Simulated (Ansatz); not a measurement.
System: Si3N4 (P6₃/m, No. 176). Method: r²SCAN+rVV10 in Ansatz (PAW).

Numerical settings: plane-wave cutoff 560 eV, 6×6×12 k mesh (along the axes of the cell as run), Fermi–Dirac smearing 0.01 eV, scalar-relativistic PAW data made under PBE.

Computed at the level's own relaxed cell.

Question: Predict the band gap, smallest direct gap on the k points sampled, equilibrium lattice constant a and c axis length.

Answer: 
- band gap = 4.96 eV (indirect)
- smallest direct gap on the k points sampled = 5.18 eV
- equilibrium lattice constant a = 7.597 Å
- c axis length = 2.903 Å

The computed numbers hold no vibrational or temperature effects.

The result took around 2.2 core-minutes (rough).

Ansatz is an electronic-structure program.
